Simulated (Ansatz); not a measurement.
**A computed series for PbI2: thickness series**

The parent structure is PbI₂ in the CdI2 type structure (space group P-3m1, No. 164).

PbI₂ is modelled in the trigonal space group P-3m1 (No. 164), the CdI2 type structure, Pearson symbol hP3. Lattice parameters: a = b = 4.559 Å, c = 6.973 Å, α = β = 90.00°, γ = 120.00°. Pb on 1a has 6 I at 3.240 Å (octahedral). I on 2d sees 3 Pb at 3.240 Å (trigonal pyramidal). (Neighbours: up to the widest gap in distance over summed covalent radii, below 1.35, at either atom; cation-cation and far metal-metal contacts left out.)

Free-standing slabs (3 atom(s) a layer) normal to the stacking axis with 15 Å of vacuum; in-plane cell relaxed.

Computed with Ansatz (a program for electronic structure), PBE-D3(BJ), PAW, cutoff 420 eV, scalar-relativistic without spin-orbit coupling, earlier PAW set.

Candidates:
(a) 2 layers
(b) 1 layer
(c) 3 layers
(d) 4 layers

Before the change:

| Property | Value |
|---|---|
| Band gap | 2.19 eV |

**Question.** Order them by band gap, lowest first.

**Answer.** (d) 4 layers (2.28 eV), (c) 3 layers (2.34 eV), (a) 2 layers (2.45 eV), (b) 1 layer (2.59 eV)

With I and Pb present, leaving out spin-orbit coupling can change the band edges. No phonon test of stability was made.
